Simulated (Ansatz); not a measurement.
# bcc W (1 1 1) on zinc-blende InAs (1 1 1) (film strained to the substrate, faces as cut)

A periodic stack without vacuum, bcc W (1 1 1) on zinc-blende InAs (1 1 1) (film strained to the substrate, faces as cut): substrate slab As4In4, film W10, surface cells [[-1, 1], [-1, 0]] and [[1, -1], [1, 0]], film strained by -2.9 and -2.9 %, faces As/In and W/W as cut (like faces can put a slab off its formula).

The start was prepared with a machine-learned potential, and the result is one local minimum, with the in-plane cell held and forces under 0.04 eV/Å; the film can end far from its bulk form.

Method: PBE (plane waves to 420 eV, PAW; Ansatz, a program for electronic structure). Scalar-relativistic, without spin–orbit coupling; the runs are not spin-polarised. Its k-point mesh 8×8×1, Fermi–Dirac width 0.05 eV.

The interface area is 16.6 Å² and the period is 24.02 Å. The gaps between the outermost planes at the two interfaces is 1.97 and 0.81 Å and the As–W contacts across the interfaces within 1.22 times the sum of covalent radii comes out as 7, mean 2.82 Å. The In–W contacts across the interfaces within 1.22 times the sum of covalent radii comes out as 5, mean 3.09 Å.

```xyz
18
Lattice="4.3639 -0.0056 0.2964 2.1804 3.7840 0.2432 0.5776 0.6541 24.1430" Properties=species:S:1:pos:R:3 pbc="T T T"
As     3.0306     1.0593     0.6353
As     2.8392     3.5026     3.8829
As     2.6246     0.8885     7.3806
As     4.5636     2.0585    11.1297
In     5.0855     2.2621     3.0387
In     2.6847     3.4355     6.5390
In     2.4465     0.8209    10.0431
In     4.3721     2.0054    13.7466
W      4.1650     1.9214    16.5199
W      6.4002     3.2014    15.8919
W      6.2214     3.1353    18.5551
W      1.9219     0.6391    17.2757
W      1.7270     0.5677    20.1072
W      3.9737     1.8514    19.3466
W      3.7851     1.7818    22.1084
W      6.0273     3.0637    21.4046
W      5.8410     2.9942    24.1482
W      1.5370     0.4975    22.9372
```
